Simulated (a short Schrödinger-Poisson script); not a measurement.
**Gated Al0.2Ga0.8N/GaN polarisation-induced gas**

Structure: gated Al0.2Ga0.8N/GaN polarisation-induced gas, at 300 K.

| layer | material | thickness (nm) | Na (cm⁻³) |
|---|---|---|---|
| 1 | Al0.2Ga0.8N | 10 | - |
| 2 | GaN | 6000 | 1e15 |

Constants are typed, rounded textbook-type inputs, not results; the design itself was drawn at random and stands for no fabricated device. Al0.2Ga0.8N: permittivity 9.38, conduction-band edge (eV) 0.262, gap (eV) 3.804, electron mass (mₑ) 0.224, Nv at 300 K (cm⁻³) 4.6e19. GaN: permittivity 9.5, conduction-band edge (eV) 0, gap (eV) 3.43, Nv at 300 K (cm⁻³) 4.6e19.

Channel valleys (confinement mass, in-plane density-of-states mass, number): Γ 0.2, 0.2, 1. At the gate the conduction-band edge of layer 1 lies 1.1 eV − eVg above the Fermi level of the channel; the field vanishes at the back. Sheet of polarisation charge: +9.4e12 e/cm² at 10 nm from the gate. The barrier under the gate holds no holes. Gaps are held at their typed values at every temperature. Mesh 0.08 nm at interfaces.

Solved with a short Schrödinger-Poisson script written for these runs: 1D Poisson equation in equilibrium, electrons quantum, Hartree plus LDA exchange-correlation (BenDaniel-Duke, 40 states a valley, the channel's in-plane mass for all, wave functions free to enter the barrier), parabolic valleys, classical holes, full ionisation, no traps, pinning or gate leakage.

```tsv
Vg (V)	electrons (cm⁻²)	in the channel layer	C (μF/cm²)	Γ E0 (meV)	Γ E1 (meV)
0.5	6.45e12	5.85e12	0.765	-66.4	33.1
0.4	5.97e12	5.47e12	0.760	-60.8	35.3
0.3	5.50e12	5.08e12	0.754	-55.2	37.5
0.2	5.03e12	4.69e12	0.748	-49.4	39.6
0.1	4.57e12	4.29e12	0.742	-43.4	41.8
0	4.11e12	3.88e12	0.736	-37.3	44.1
-0.1	3.65e12	3.48e12	0.728	-30.9	46.5
-0.2	3.20e12	3.07e12	0.720	-24.3	49.0
-0.3	2.75e12	2.65e12	0.711	-17.2	51.7
-0.4	2.31e12	2.24e12	0.699	-9.5	54.7
-0.5	1.88e12	1.83e12	0.684	-1.0	58.3
-0.6	1.46e12	1.43e12	0.664	8.7	62.7
-0.7	1.05e12	1.04e12	0.635	20.4	68.5
-0.8	6.71e11	6.64e11	0.587	35.6	77.0
-0.9	3.30e11	3.27e11	0.497	58.0	91.9
-1	7.83e10	7.79e10	0.278	99.5	126.0
-1.1	3.27e9	3.26e9	0.0248	184.0	207.0
-1.2	6.87e7	6.85e7	0.00525	284.3	306.7
```

Subbands count from the Fermi level.
